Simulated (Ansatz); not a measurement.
Amorphous cells of Al, O, Si (some with H): the gap between the highest filled and lowest empty level at the zone centre, by PBE and by a single point of r2SCAN on the same geometry (PBE, scalar-relativistic without spin-orbit coupling (plane waves to 420 eV, PAW; Ansatz, a first-principles code); r2SCAN at 500 eV). The networks come from melt-quench runs on the CHGNet potential at compositions and starting densities chosen by hand, with anions pushed apart in the CHGNet dynamics, and DFT then relaxed them. The cells are small and were quenched far faster than real films, so single cells scatter. Defect or tail levels can set these gaps. The rows are the first to finish with both values and no moments.

| cell | PBE gap x (eV) | r2SCAN gap y (eV) |
|---|---|---|
| A (Al28O44Si, 3.06 g/cm3) | 3.53 | 4.19 |
| B (Si15Al24O66, 2.66 g/cm3) | 3.63 | 4.24 |
| C (Si10Al16O44, 2.38 g/cm3) | 3.91 | withheld |
| D (Si16Al8O44, 2.82 g/cm3) | 4.42 | 5.05 |
| E (Si24O51Al2, 2.16 g/cm3) | 4.66 | 5.32 |
| F (Si23O48AlH, 2.21 g/cm3) | 4.83 | 5.52 |

**Question.** Fit a straight line through the 5 full rows and predict the withheld value for C (Si10Al16O44, 2.38 g/cm3).

**Answer.** Means: x = 4.214, y = 4.864. Slope = Σ(Δx Δy) / Σ(Δx²) = 1.471 / 1.43 = 1.03; the r.m.s. residual is 0.023. Prediction: 4.864 + 1.03 × (3.91 − 4.214) = 4.55. The run gave 4.52, 0.03 below the line.
